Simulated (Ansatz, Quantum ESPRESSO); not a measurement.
# Code comparison for LuAlSi (Cmcm, 6 atoms in the cell)

Self-consistent single point.

```
LuAlSi
1.0
    1.95531    -4.97024     0.00000
    1.95531     4.97024     0.00000
    0.00000     0.00000     5.53693
Lu Al Si
2 2 2
Direct
  0.69541   0.30459   0.75000
  0.30459   0.69541   0.25000
  0.00000   0.00000   0.50000
  0.00000   0.00000   0.00000
  0.39885   0.60115   0.75000
  0.60115   0.39885   0.25000
```

Shared settings, as Ansatz (an electronic-structure program) writes them: kpoints.mp_grid.grid = 7 7 5; magnetization.spin_orbit = true; scf.occupations.method = fermi_dirac; scf.occupations.width = 0.0073 Ry. Potentials and cutoffs stand in the table.

| code | model | pressure (GPa) | largest force (eV/Å) | cutoff |
|---|---|---|---|---|
| Ansatz | PBEsol with spin-orbit coupling, PAW files made with PBE | 0.17 | 0.126 | default |
| Quantum ESPRESSO | PBEsol, spin-orbit coupling, PSlibrary fully relativistic ultrasoft (PBE) pseudopotentials | 0.92 | 0.126 | 55 Ry |

Size of the force on each atom (eV/Å): Sizes of forces hide their directions.

| code | Lu1 | Lu2 | Al3 | Al4 | Si5 | Si6 |
|---|---|---|---|---|---|---|
| Ansatz | 0.047 | 0.047 | 0.000 | 0.000 | 0.126 | 0.126 |
| Quantum ESPRESSO | 0.054 | 0.054 | 0.000 | 0.000 | 0.126 | 0.126 |

The spread over the programs that give each value: pressure within 0.75 GPa; largest force within 0.000 eV/Å.

Ansatz's pressure is given at a fixed set of plane waves, as the other plane-wave codes print theirs; with its correction for the finite basis it is 0.36 GPa.

The starting cell comes from a database of computed structures (which also holds hypothetical and non-ambient phases and stackings), without a prior relaxation at this level. Its lattice was rescaled by a random factor within 2.5 % of one.

Left out of this page: Elk (not drawn, or without a comparable value).

Keys are those of Ansatz 0.2.
